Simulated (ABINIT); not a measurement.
Band structure of SrTe (Fm-3m, 2 atoms in the cell).

```
SrTe
1.0
    0.00000     3.39443     3.39443
    3.39443     0.00000     3.39443
    3.39443     3.39443     0.00000
Sr Te
1 1
Direct
  0.00000   0.00000   0.00000
  0.50000   0.50000   0.50000
```

Level of theory: PBE, PAW (JTH v2.0 PBE PAW) (plane waves; ABINIT).

Settings: pseudos = [Sr.GGA_PBE-JTH.xml, Te.GGA_PBE-JTH.xml]; ecut = 20 Ha; pawecutdg = 40 Ha; pawxcdev = 0; occopt = 1; ngkpt = 9 9 9; nshiftk = 1; shiftk = 0 0 0; potentials = JTH v2.0 PBE PAW; kptopt = 1; nstep = 100; toldfe1 = 1e-09 Ha; diemac = 9.

The starting cell comes from a database of computed structures (which also holds hypothetical and non-ambient phases and stackings), without a prior relaxation at this level. Its lattice was rescaled by a random factor within 2.5 % of one. Spin-orbit coupling is off.

Question: Predict the gap along the standard path and the places of the band edges.

Answer: The gap along the path is 1.84 eV, from Γ to X; the smallest direct gap on it is 2.53 eV.

Levels in eV from the top of the valence band on the SCF mesh, bands 5 to 12:
| point | 5 | 6 | 7 | 8 | 9 | 10 | 11 | 12 |
|---|---|---|---|---|---|---|---|---|
| Γ | -9.80 | 0.00 | 0.00 | 0.00 | 2.61 | 3.33 | 3.33 | 3.33 |
| X | -9.40 | -1.86 | -0.70 | -0.70 | 1.84 | 3.71 | 4.77 | 5.88 |
| W | -9.32 | -1.47 | -1.47 | -1.40 | 3.94 | 3.94 | 4.34 | 5.54 |
| K | -9.33 | -1.67 | -1.62 | -0.88 | 2.86 | 4.75 | 5.43 | 5.54 |
| L | -9.26 | -2.64 | -0.99 | -0.99 | 3.80 | 5.12 | 5.31 | 5.31 |
| U | -9.33 | -1.67 | -1.62 | -0.88 | 2.86 | 4.75 | 5.43 | 5.54 |
